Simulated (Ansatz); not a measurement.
Hypothetical zinc blende TlBr, pressure series

The parent structure is TlBr in the zinc blende structure (space group F-43m, No. 216; a = 7.311 Å; a hypothetical phase, not in the database extracts checked).

Cell and atoms are relaxed at each pressure.

All numbers come from Ansatz (a first-principles code) PBEsol, spin-orbit coupling left out.

```tsv
variant	band gap	smallest direct gap	density
base	2.76 eV	2.91 eV	4.83 g/cm³
pressure −2 GPa	3.15 eV	3.22 eV	3.33 g/cm³
pressure −1 GPa	2.96 eV	3.07 eV	4.40 g/cm³
pressure 1.8 GPa	2.47 eV	2.65 eV	5.36 g/cm³
pressure 4.2 GPa	2.15 eV	2.37 eV	5.88 g/cm³
pressure 9 GPa	1.63 eV	1.93 eV	6.64 g/cm³
pressure 18 GPa	0.92 eV	1.35 eV	7.65 g/cm³
pressure 30 GPa	0.23 eV	0.83 eV	8.64 g/cm³
pressure 45 GPa	zero	–	9.65 g/cm³
pressure 60 GPa	zero	–	10.48 g/cm³
```

The mesh was chosen for an insulator and is coarse for the gapless case. With Tl present, leaving out spin-orbit coupling can change the band edges. Load acts through the strain it causes; cell and atoms are relaxed under it. Whether these cells are dynamically stable was not tested. No other phases were tried under pressure. All final runs are without spin polarisation. The zero or small gap of TlBr under pressure 30 GPa and TlBr under pressure 45 GPa can change with the level of theory.
